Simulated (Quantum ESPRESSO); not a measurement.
Input and output of a self-consistent single point for InSe (P6_3/mmc, 8 atoms in the cell) (Quantum ESPRESSO).

Method: PBE, GBRV 1.5 ultrasoft (PBE) pseudopotentials (plane waves; Quantum ESPRESSO).

The change in words: lattice scaled by 0.98. Reference geometry:
```
InSe
1.0
    4.10236     0.00000     0.00000
   -2.05118     3.55274     0.00000
    0.00000     0.00000    17.68987
In Se
4 4
Direct
  0.33333   0.66667   0.33030
  0.66667   0.33333   0.66970
  0.66667   0.33333   0.83030
  0.33333   0.66667   0.16970
  0.33333   0.66667   0.59732
  0.66667   0.33333   0.40268
  0.66667   0.33333   0.09732
  0.33333   0.66667   0.90268
```

Reference input (self-consistent single point, DFT, PBE, plane waves, GBRV 1.5 ultrasoft (PBE) pseudopotentials): ecutwfc = 40 Ry; ecutrho = 200 Ry; occupations = smearing; smearing = fd; degauss = 0.000734986 Ry; potentials = {In: in_pbe_v1.4.uspp.F.UPF, Se: se_pbe_v1.uspp.F.UPF}; K_POINTS = automatic 5 5 1 0 0 0; conv_thr = 1e-10 Ry. This run's input differs from it in these lines:

```diff
@@ -36,5 +36,5 @@
 CELL_PARAMETERS {bohr}
-   7.752329839     0.000000000     0.000000000
-  -3.876164919     6.713714579     0.000000000
-   0.000000000     0.000000000    33.429003811
+   7.597283246     0.000000000     0.000000000
+  -3.798641623     6.579440291     0.000000000
+   0.000000000     0.000000000    32.760424377
```

Log, with long lists cut:

```
     Self-consistent Calculation

     iteration #  1     ecut=    40.00 Ry     beta= 0.70

     total energy              =    -705.01804903 Ry
     estimated scf accuracy    <       7.94387355 Ry

     iteration #  2     ecut=    40.00 Ry     beta= 0.70

     total energy              =    -708.01133725 Ry
     estimated scf accuracy    <       3.18461098 Ry

     iteration #  3     ecut=    40.00 Ry     beta= 0.70

     total energy              =    -708.53719578 Ry
     estimated scf accuracy    <       0.35820876 Ry

   [... 6 blocks of this kind left out ...]

     iteration # 10     ecut=    40.00 Ry     beta= 0.70

     total energy              =    -708.61014297 Ry
     estimated scf accuracy    <          5.9E-10 Ry

     iteration # 11     ecut=    40.00 Ry     beta= 0.70
     End of self-consistent calculation

     the Fermi energy is     6.0462 ev

!    total energy              =    -708.61014297 Ry
     estimated scf accuracy    <          1.9E-11 Ry
     smearing contrib. (-TS)   =      -0.00000000 Ry
     internal energy E=F+TS    =    -708.61014297 Ry

     convergence has been achieved in  11 iterations

     Forces acting on atoms (cartesian axes, Ry/au):

     atom    1 type  1   force =     0.00000000    0.00000000   -0.00731657
     atom    2 type  1   force =     0.00000000    0.00000000    0.00731657
     atom    3 type  1   force =     0.00000000    0.00000000   -0.00731657
     atom    4 type  1   force =     0.00000000    0.00000000    0.00731657
     atom    5 type  2   force =    -0.00000000   -0.00000000   -0.01212387
   [... lines left out ...]

     Total force =     0.028321     Total SCF correction =     0.000011

          total   stress  (Ry/bohr**3)                   (kbar)     P=       19.27
   0.00013572   0.00000000  -0.00000000           19.96        0.00       -0.00
   0.00000000   0.00013572   0.00000000            0.00       19.96        0.00
  -0.00000000   0.00000000   0.00012146           -0.00        0.00       17.87

   JOB DONE.
```

The run converged in 11 iterations. Against the reference run the free energy goes up by 11.3 meV/atom, the pressure goes from -0.85 to 1.93 GPa, the largest force goes from 0.132 to 0.312 eV/Å and the gap on the mesh goes from 0.407 to 0.554 eV.

The starting cell comes from a database of computed structures (which also holds hypothetical and non-ambient phases and stackings), without a prior relaxation at this level. Its lattice was rescaled by a random factor within 2.5 % of one. For this run, on top of that: lattice scaled by 0.98.

Cost on one core of a shared machine: roughly 2 min.
